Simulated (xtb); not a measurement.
xtb 6.7.1, GFN1-xTB: Mo(NH)2(OH)2 ([NH]=[Mo](=[NH])([OH])[OH]), 9 atoms. The geometry is a generated start, not checked to be a minimum at this level.

```json
{
  "method": "GFN1-xTB",
  "--acc": "1 (default)",
  "--etemp (K)": "300 (default)",
  "detailed input (--input)": "none: ANC optimiser, Lindh (1995) Hessian, microcycle=20, maxdispl=1.0, hlow=0.01 (default)",
  "basis_functions": "34",
  "valence_electrons": "32"
}
```

```xyz
9

Mo     0.0028     0.0421     0.0605
N     -1.4927    -0.8131    -0.1520
H     -2.2979    -1.3632    -0.4169
N      1.1044    -0.3652    -1.2175
H      1.6299    -0.7213    -2.0036
O     -0.3186     1.8162    -0.0140
H     -0.3965     2.7196    -0.3274
O      0.7244    -0.4349     1.6408
H      1.0442    -0.8801     2.4301
```

Charge 0 and multiplicity 1 are set for this test and not shown to be the ground state.

The structure is relaxed from this start with --opt LEVEL for the levels crude, sloppy, loose, lax, normal, tight, vtight, extreme, once each. Up to the end of the extreme run atoms move by at most 0.095 Å along an axis.

Question: Choose the cheapest level whose final energy lies within 1 meV of that of extreme.

Answer: normal: 11 cycles against 17, ending 0.065 meV above.

| level | cycles | energy above the extreme run (meV) | gradient norm (eV/Å) |
|---|---|---|---|
| crude | 2 | 4.6 | 0.24 |
| sloppy | 3 | 3.5 | 0.30 |
| loose | 5 | 1.3 | 0.073 |
| lax | 5 | 1.3 | 0.073 |
| normal | 11 | 0.065 | 0.037 |
| tight | 13 | under 0.01 | 0.018 |
| vtight | 15 | under 0.01 | 0.0030 |
| extreme | 17 | — | 0.0023 |
